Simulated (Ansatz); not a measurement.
Start from InP in the zinc blende structure (space group F-43m, No. 216; a = 5.907 Å).

Method: Ansatz (a quantum-chemistry and plane-wave program) r2SCAN, without spin-orbit coupling.

For the base:

* **Electron mass**: 0.074 mₑ (at Γ)
* **Hole mass**: 0.073, 0.44, 0.44 mₑ (at Γ)
* **Valley order**: Γ 1.03 eV; L along ⟨111⟩ 1.80 eV; X along ⟨100⟩ 2.04 eV

It is then changed as follows: the cell is scaled by 1.0150 in all directions, atoms relaxed at fixed cell.

Task: Predict the new energy relative to the base, electron mass, hole mass and valley order.

Result: The energy rises by 11 meV/atom; the electron mass becomes 0.057 mₑ (at Γ) (base: 0.074 mₑ (at Γ)); the hole mass (degenerate bands, along [100]) changes from 0.073, 0.44, 0.44 mₑ (at Γ) to 0.057, 0.46, 0.46 mₑ (at Γ); the valley order (the lowest conduction-band minima on the path, energy above the VBM, named in the base's zone) becomes Γ 0.77 eV; L along ⟨111⟩ 1.68 eV; X along ⟨100⟩ 2.11 eV (base: Γ 1.03 eV; L along ⟨111⟩ 1.80 eV; X along ⟨100⟩ 2.04 eV).

The levels and masses belong to the bands next to the band gap. The cells carry an imposed strain or load. Effective masses come from finite differences of ±0.01 Å⁻¹. Stability against distortions was not tested.
